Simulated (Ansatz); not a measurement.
A relaxation of the atoms of BaAl2 (R3m, 6 atoms in the cell) with Ansatz (an electronic-structure program).

Method of the run: LDA (PW92), default PAW files made with PBE (plane waves; Ansatz).

The change in words: one atom moved by 0.15 angstrom; relax: default → atoms; relax.f_tol: default → 0.2 eV/Å. Reference geometry:
```
BaAl2
1.0
    0.00000     4.24374     4.24374
    4.24374     0.00000     4.24374
    4.24374     4.24374     0.00000
Ba Al
2 4
Cartesian
  4.24374   4.24374   4.24374
  6.36560   6.36560   6.36560
  1.06093   1.06093   1.06093
  1.06093   3.18280   3.18280
  3.18280   3.18280   1.06093
  3.18280   1.06093   3.18280
```

Reference input (self-consistent single point, DFT, LDA (PW92), plane waves, default PAW files made with PBE): basis.ecutwfc = 30.9 Ry; kpoints.mp_grid.grid = 7 7 7; hamiltonian.xc = lda; hamiltonian.pseudopotentials = {kind: paw} (the program's default PAW files); scf.occupations.method = gaussian; scf.occupations.width = 0.0073 Ry. This run's input differs from it in these lines:

```diff
@@ -6,3 +6,3 @@
   atoms:
-    - { symbol: Ba, position: [0.50000000, 0.50000000, 0.50000000] }
+    - { symbol: Ba, position: [0.51020400, 0.51020400, 0.51020400] }
     - { symbol: Ba, position: [0.75000000, 0.75000000, 0.75000000] }
@@ -21,2 +21,4 @@
   occupations: { method: gaussian, width: 0.0073 Ry }
+relax:
+  f_tol: 0.2
 output:
```

The program printed (abridged):

```
   [... SCF lines of the steps left out ...]
relax step   1: F+E_penalty+E_count = -13612.27980573 eV  Δ(F+E_penalty+E_count) = +0.000e0 eV  max|allowed force component| = 3.152e-1 eV/Å  Δτ_max = 0.0000 Å  (6 SCF iters, dr2 threshold 1.00e-4 eV, accepted)
relax step   2: F+E_penalty+E_count = -13612.31858648 eV  Δ(F+E_penalty+E_count) = -3.878e-2 eV  max|allowed force component| = 7.647e-2 eV/Å  Δτ_max = 0.1512 Å  (6 SCF iters, accepted)
the relaxation is at rest under the 6 symmetry operations that the run kept from its start: a minimum is not shown …
Free energy (F): -13612.318586 eV
Internal energy: -13612.310450 eV  (E = F + TS)
E sigma→0 (E₀):  -13612.314518 eV
Entropy (-TS):   -0.008136 eV (-1.356 meV/atom)
Fermi energy:    7.968080 eV
--- Forces (eV/Å), atoms counted from 1 ---
  atom   1  Ba     0.07646878     0.07646878     0.07646878
  atom   2  Ba     0.03963022     0.03963022     0.03963022
  atom   3  Al    -0.00831011    -0.00831011    -0.00831011
  atom   4  Al    -0.04837064    -0.02970572    -0.02970572
  atom   5  Al    -0.02970572    -0.02970572    -0.04837064
  atom   6  Al    -0.02970572    -0.04837064    -0.02970572
   [... lines left out ...]
    - { symbol: Al, position: [0.12731900388024922, 0.12731900388024922, 0.12731900388024922] }
    - { symbol: Al, position: [0.6273834030423449, 0.1273568180913478, 0.1273568180913478] }
    - { symbol: Al, position: [0.12735681809134777, 0.12735681809134777, 0.6273834030423449] }
    - { symbol: Al, position: [0.1273568180913478, 0.6273834030423449, 0.1273568180913478] }
```

The run converged.  The full log also holds: “iter 4 did not close the SCF: its close was put off for the readings that it lacked (scf_convergence_deferred on its scf_iter line)”. The full log also holds: “iter 5 did not close the SCF: its close was put off for the readings that it lacked (scf_convergence_deferred on its scf_iter line)”.

Summary of the result:
* **Free energy E − TS (on the zero of these files)**: -13612.3186 eV
* **Fermi level (on the code's own zero)**: 7.97 eV
* **Pressure**: -2.73 GPa
* **Largest force (vector length)**: 0.132 eV/Å
* **Relaxation steps**: 2

The starting cell comes from a database of computed structures (which also holds hypothetical and non-ambient phases and stackings), without a prior relaxation at this level. Its lattice was rescaled by up to half a per cent. For this run, on top of that: one atom moved by 0.15 angstrom. The relaxation keeps the symmetry of its start, so its end need not be a minimum. Ansatz's pressure includes its estimate of the finite-basis (Pulay) stress.

Cost on one core of a shared machine: roughly 30 s.

Keys are those of Ansatz 0.2.
